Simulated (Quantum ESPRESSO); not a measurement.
A self-consistent single point of Mg3SiF2O4 (P1, 40 atoms in the cell) with Quantum ESPRESSO.

Method of the run: LDA (PZ), GBRV 1.5 ultrasoft (LDA) pseudopotentials (plane waves; Quantum ESPRESSO).

```
CELL_PARAMETERS angstrom
     10.26800     0.00000     0.00000
      0.00000     8.69400     0.00000
      0.00000     0.00000     4.65000
ATOMIC_POSITIONS crystal
  Mg 0.59765 0.24718 0.02211
  Mg 0.91886 0.75033 0.47474
  Mg 0.10072 0.26299 0.50313
  Mg 0.41411 0.74372 0.00435
  Mg 0.88470 0.43072 0.95624
  Mg 0.63798 0.56561 0.46653
  Mg 0.35215 0.05717 0.50663
  Mg 0.12800 0.94229 0.02614
  Mg 0.14138 0.56685 0.00299
  Mg 0.36391 0.43506 0.51644
  Mg 0.62927 0.92833 0.47657
  Mg 0.86240 0.08799 0.98989
  Si 0.78470 0.25506 0.43071
  Si 0.71413 0.74631 0.94842
  Si 0.28079 0.24981 0.09549
  Si 0.22146 0.75471 0.58254
  F  0.54890 0.42151 0.71150
  F  0.95695 0.58833 0.21690
  F  0.02803 0.08435 0.75994
  F  0.45917 0.92055 0.25325
  F  0.47184 0.58072 0.26721
  F  0.02803 0.41276 0.79528
  F  0.97473 0.90264 0.20443
  F  0.53922 0.08011 0.73873
  O  0.93023 0.25015 0.26345
  O  0.58143 0.76160 0.78117
  O  0.42350 0.24506 0.23845
  O  0.07271 0.74775 0.76933
  O  0.71342 0.39370 0.27091
  O  0.77324 0.59548 0.76546
  O  0.20813 0.12272 0.24124
  O  0.28521 0.89003 0.71350
  O  0.27994 0.60003 0.72609
  O  0.20244 0.39163 0.21893
  O  0.79583 0.89923 0.77385
  O  0.71357 0.11199 0.24856
  O  0.77956 0.23426 0.77079
  O  0.71552 0.74651 0.24459
  O  0.27340 0.23969 0.75298
  O  0.21283 0.75509 0.27052
```

Reference input (self-consistent single point, DFT, LDA (PZ), plane waves, GBRV 1.5 ultrasoft (LDA) pseudopotentials): ecutwfc = 40 Ry; ecutrho = 200 Ry; occupations = smearing; smearing = mp; degauss = 0.0036749 Ry; K_POINTS = automatic 2 2 3 0 0 0; conv_thr = 1e-10 Ry. This run's input differs from it in these lines:

```diff
@@ -68,3 +68,3 @@
 K_POINTS {automatic}
-2 2 3  0 0 0
+2 2 3  0 0 1
 CELL_PARAMETERS {angstrom}
```

Output, abridged:

```
     Self-consistent Calculation

     iteration #  1     ecut=    40.00 Ry     beta= 0.70

     total energy              =   -2446.70420080 Ry
     estimated scf accuracy    <       6.54560142 Ry

     iteration #  2     ecut=    40.00 Ry     beta= 0.70

     total energy              =   -2448.44788511 Ry
     estimated scf accuracy    <       5.25251490 Ry

     iteration #  3     ecut=    40.00 Ry     beta= 0.70

     total energy              =   -2449.44546997 Ry
     estimated scf accuracy    <       0.05856289 Ry

   [... 8 blocks of this kind left out ...]

     iteration # 12     ecut=    40.00 Ry     beta= 0.70

     total energy              =   -2449.46424589 Ry
     estimated scf accuracy    <          7.8E-10 Ry

     iteration # 13     ecut=    40.00 Ry     beta= 0.70
     End of self-consistent calculation

   [... 19 lines left out ...]

   [... 19 lines left out ...]

     the Fermi energy is     6.7267 ev

!    total energy              =   -2449.46424589 Ry
     estimated scf accuracy    <          3.4E-11 Ry
     smearing contrib. (-TS)   =       0.00000000 Ry
     internal energy E=F+TS    =   -2449.46424589 Ry

     convergence has been achieved in  13 iterations

     Forces acting on atoms (cartesian axes, Ry/au):

     atom    1 type  1   force =    -0.01362896    0.00432139   -0.03975116
     atom    2 type  1   force =    -0.03134841    0.02404167    0.06758808
     atom    3 type  1   force =    -0.04930241   -0.03109031    0.02006061
     atom    4 type  1   force =     0.00136603    0.01608319   -0.01356584
   [... lines left out ...]

     Total force =     1.243198     Total SCF correction =     0.000014

          total   stress  (Ry/bohr**3)                   (kbar)     P=       71.96
   0.00020300   0.00004781   0.00001435           29.86        7.03        2.11
   0.00004781   0.00030639  -0.00001922            7.03       45.07       -2.83
   0.00001435  -0.00001922   0.00095811            2.11       -2.83      140.94

   JOB DONE.
```

The run converged in 13 iterations. Against the reference run the free energy stays essentially unchanged (within 1 meV/atom), the pressure stays at 7.20 GPa, the largest force hardly changes (18.131 to 18.132 eV/Å) and the gap on the mesh goes from 4.015 to 4.383 eV.

The starting cell comes from a database of published, mostly measured structures (it also holds non-ambient and calculated ones), without a prior relaxation at this level. Its atoms were displaced at random from the sites of space group no. 62. Forces in this geometry exceed 1 eV/Å. Another mesh or the band path of this cell gives a smaller gap, so this value is not converged in the mesh.

Cost on one core of a shared machine: roughly 20 min.
